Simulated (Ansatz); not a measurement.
The parent structure is B₁₃C₂ (space group R-3m, No. 166; a cell from a computed database, its experimental status unchecked).

```
B13C2
1.0
    2.81730     1.62657     4.01892
   -2.81730     1.62657     4.01892
    0.00000    -3.25314     4.01892
B C
13 2
Direct
  0.50000   0.50000   0.50000
  0.80343   0.31843   0.80343
  0.19657   0.68157   0.19657
  0.80343   0.80343   0.31843
  0.19657   0.19657   0.68157
  0.31843   0.80343   0.80343
  0.68157   0.19657   0.19657
  0.00797   0.32395   0.00797
  0.99203   0.67605   0.99203
  0.00797   0.00797   0.32395
  0.99203   0.99203   0.67605
  0.32395   0.00797   0.00797
  0.67605   0.99203   0.99203
  0.61969   0.61969   0.61969
  0.38031   0.38031   0.38031
```

Calculations: PBEsol in Ansatz (plane waves to 420 eV, PAW, without spin-orbit coupling).

Before the change:

```
Quantity               Value
-------------------  -------
Lattice parameter a  5.635 Å
```

One thing is altered: cell and atoms relaxed at a pressure of 3 GPa.

Question: What does the calculation give for the lattice parameter a after the change?

Answer: The lattice parameter a falls by 0.022 Å to 5.613 Å.

Load acts through the strain it causes; cell and atoms are relaxed under it. No phonon test of stability was made. The final runs are not spin-polarised. An odd electron count without spin: B13C2.

Ansatz is an electronic-structure program.
